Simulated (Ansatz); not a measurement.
# Ru: response to strain

Consider Ru in the hcp (Mg type) structure (space group P6_3/mmc, No. 194; a = 2.6919 Å, c = 4.2457 Å). Axes: x lies along a and z along c of the hexagonal cell.

Strains are applied to the cell and any free atomic positions relax; under biaxial strain the out-of-plane vector relaxes too; under stress the whole cell relaxes.

Calculations: Kohn–Sham DFT with the PBEsol functional, run in Ansatz (a quantum-chemistry and plane-wave program) with PAW and 420 eV plane waves, scalar-relativistic without spin-orbit coupling.

Notes on the quantities. pressure: mean of the normal stresses, compression positive.

| variant | pressure | volume per atom |
|---|---|---|
| base | 0.0 GPa | 13.32 Å³ |
| biaxial strain −4.86 %, plane normal [001], relaxed out of plane | 31.4 GPa | 12.39 Å³ |
| biaxial strain −3.35 %, plane normal [001], relaxed out of plane | 19.8 GPa | [?] |
| biaxial strain −0.63 %, plane normal [001], relaxed out of plane | 3.2 GPa | 13.20 Å³ |
| isotropic strain −3.00 % | 39.5 GPa | 12.16 Å³ |
| uniaxial stress, 8 GPa compression along x | – | [?] |

Q: What belongs in the blanks?

A: 
- biaxial strain −3.35 %, plane normal [001], relaxed out of plane, volume per atom: 12.68 Å³
- uniaxial stress, 8 GPa compression along x, volume per atom: 13.22 Å³

Without a gap, meshes like the base's 20×20×11 leave anisotropic stresses uncertain by several tenths of a GPa, and small strain energies with them. Beyond what the load breaks, stability against distortions was not tested. All final runs are without spin polarisation.
